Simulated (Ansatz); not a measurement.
HfB2: biaxial strain −1.50 %, plane normal [001], relaxed out of plane

The reference is HfB2 (space group P6/mmm, No. 191; a = 3.146 Å, c = 3.486 Å; relaxed with 0.1 eV smearing). Axes: x lies along a and z along c of the hexagonal cell.

Modification: biaxial strain −1.50 %, plane normal [001], relaxed out of plane (Cartesian); in-plane vectors clamped, the third vector and the atoms free.

All numbers come from PBE in Ansatz (plane waves to 420 eV, PAW, no SOC). Settings: 21×21×17 k-points, 0.1 eV Fermi–Dirac smearing.

Volume per atom: 9.74 Å³ (base 9.96 Å³)
Space group: P6/mmm (No. 191) (base P6/mmm (No. 191))
Shortest interatomic distance: 1.789 Å (base 1.816 Å)
Pressure (mean of the normal stresses, compression positive): 6.3 GPa (base 0.0 GPa)
Band gap: zero (base zero)
Out-of-plane strain: +0.83 %
Mean in-plane stress (compression positive): +9.4 GPa

Cost of the whole job for the changed cell (relaxation, final SCF and bands): roughly 29 core-seconds.

Stability against distortions was not tested. All final runs are without spin polarisation.

Ansatz is an electronic-structure program.
